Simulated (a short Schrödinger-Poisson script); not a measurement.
System: MOS inversion layer, SiO2 on p-type Si(100), at 300 K.

From the gate side: 3.8 nm SiO2; 880 nm Si, acceptors 2.4e17 cm⁻³.

Constants are typed, rounded textbook-type inputs, not results; the design itself was drawn at random and stands for no fabricated device. SiO2: permittivity 3.9, conduction-band edge (eV) 3.15, gap (eV) 9, electron mass (mₑ) 0.5. Si: permittivity 11.7, conduction-band edge (eV) 0, gap (eV) 1.124, Nv at 300 K (cm⁻³) 3.1e19.

Channel valleys (confinement mass, in-plane density-of-states mass, number): Δ2 0.916, 0.19, 2; Δ4 0.19, 0.417, 4. At the gate the conduction-band edge of layer 1 lies 3.65 eV − eVg above the Fermi level of the channel; the field vanishes at the back. Gaps are held at their typed values at every temperature. Mesh 0.03 nm at interfaces.

From a short Schrödinger-Poisson script (our own, NumPy): 1D Poisson equation in equilibrium, electrons quantum, Hartree (BenDaniel-Duke, 12 states a valley, the channel's in-plane mass for all, wave functions free to enter the dielectric), parabolic valleys, classical holes, full ionisation, no traps, pinning or gate leakage.

| Vg (V) | electrons (cm⁻²) | C (μF/cm²) | Δ2 E0 (meV from the Fermi level) | Δ4 E0 (meV from the Fermi level) |
|---|---|---|---|---|
| 0.75 | 6.32e10 | 0.321 | 127.4 | 167.5 |
| 0.9 | 4.96e11 | 0.640 | 72.1 | 115.1 |
| 1.05 | 1.13e12 | 0.726 | 48.6 | 94.7 |
| 1.2 | 1.82e12 | 0.760 | 34.0 | 83.0 |
| 1.35 | 2.54e12 | 0.779 | 23.2 | 75.0 |
| 1.5 | 3.27e12 | 0.792 | 14.4 | 68.9 |
| 1.65 | 4.01e12 | 0.801 | 7.0 | 64.0 |
| 1.8 | 4.77e12 | 0.807 | 0.5 | 59.8 |
| 1.95 | 5.52e12 | 0.813 | -5.4 | 56.2 |
| 2.1 | 6.29e12 | 0.817 | -10.8 | 53.0 |
| 2.25 | 7.05e12 | 0.821 | -15.9 | 50.0 |
| 2.4 | 7.82e12 | 0.824 | -20.6 | 47.3 |
| 2.55 | 8.59e12 | 0.827 | -25.1 | 44.8 |
| 2.7 | 9.37e12 | 0.829 | -29.3 | 42.5 |
| 2.85 | 1.01e13 | 0.831 | -33.4 | 40.2 |
| 3 | 1.09e13 | 0.833 | -37.3 | 38.1 |

Gate voltages with under 1e9 electrons/cm² are left out.

Problem. At Vg = 3 V the lowest Δ2 subband lies at -37.3 meV from the Fermi level. How many electrons does it hold, and what share of all?

Solution. The two-dimensional density of states is g m/(πħ²) = 1.59e11 cm⁻² meV⁻¹ (both spins), kT = 25.9 meV, so n = D kT ln(1 + exp(−E/kT)) = 6.80e12 cm⁻², 0.62 of the 1.09e13 cm⁻² in all.

Problem. Compare the slope of the sheet density between 2.7 and 3 V with the geometric capacitance of the layers between gate and channel.

Solution. q Δn/ΔV = 0.817 μF/cm²; ε0/Σ(t/ε) = 0.909 μF/cm². The ratio is 0.90: the channel acts as a further capacitance in series.
